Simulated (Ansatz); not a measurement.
# By hand: formation energy of Pd_Al in Al (fcc, Fm-3m)

Subject: the formation energy of Pd_Al in Al (fcc, Fm-3m). Reaction: 63 Al (fcc) + Pd (fcc) → cell A.

A: a supercell of 64 sites of Al (fcc, Fm-3m) with Pd on an Al site (12 Al at 2.84 Å); spin state with PBE: run without spin.

Ansatz (a first-principles code) with PAW potentials; structures come from PBE relaxations, nuclei static, no net charge. Ansatz runs with its default PAW set. Other levels take these structures. The lattices are those relaxed with PBE, so at other levels the solids can be strained, which adds to the spread. Larger cells are relaxed from a start prepared with the learned potential CHGNet, on a coarser mesh till forces fall under 0.03 eV/Å, which some starts already meet. A dispersion term (D3(BJ), or D4 for r2SCAN) was computed beside these levels and is taken off wherever the name lacks it. Mesh and cell size may move defect energies by 0.1 eV or more. Cell A has symmetry Fm-3m and got no random move, so less symmetric positions, which may lie lower, weren't tried.

Total energies of the cells in eV, at zero smearing width. They compare only within one column; the weights balance every element.

```json
[
 {"cell": "A: Al:Pd_Al", "atoms": "64", "weight": "+1", "r2SCAN": "-41032.97438", "PBE+D3(BJ)": "-40859.04155"},
 {"cell": "Al (fcc)", "atoms": "64", "weight": "−63/64", "r2SCAN": "-34586.24625", "PBE+D3(BJ)": "-34422.01613"},
 {"cell": "Pd (fcc)", "atoms": "1", "weight": "−1", "r2SCAN": "-6985.73350", "PBE+D3(BJ)": "-6973.49395"}
]
```

r2SCAN: (-41032.97438) − 63/64 × (-34586.24625) − (-6985.73350) = -1.405 eV.

PBE+D3(BJ): (-40859.04155) − 63/64 × (-34422.01613) − (-6973.49395) = -1.375 eV.
